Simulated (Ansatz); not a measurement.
**VN, response to strain**

The parent structure is VN in the rock salt structure (space group Fm-3m, No. 225; a = 4.075 Å; relaxed with 0.1 eV smearing). Axes: x, y, z lie along the cube axes.

Strains are applied to the cell and any free atomic positions relax; under biaxial strain the out-of-plane vector relaxes too.

Calculations: PBEsol (Ansatz, a first-principles code, PAW, no spin-orbit coupling), earlier PAW set.

Candidates:
(a) isotropic strain −2.92 %
(b) biaxial strain +0.30 %, plane normal [111], relaxed out of plane
(c) uniaxial strain ε_yy = +5.19 %
(d) biaxial strain +2.84 %, plane normal [110], relaxed out of plane

Notes on the quantities. energy relative to the base: free energy F.

Order them by energy relative to the base, highest first.

(a) isotropic strain −2.92 % (+77 meV/atom), (c) uniaxial strain ε_yy = +5.19 % (+39 meV/atom), (d) biaxial strain +2.84 %, plane normal [110], relaxed out of plane (+24 meV/atom), (b) biaxial strain +0.30 %, plane normal [111], relaxed out of plane (+0.3 meV/atom)

A biaxial case was relaxed in a doubled cell and then solved in the primitive one. Stability against distortions was not tested. Starting moments died away, wholly or in part, for the base; another magnetic solution may exist. All final runs are without spin polarisation.
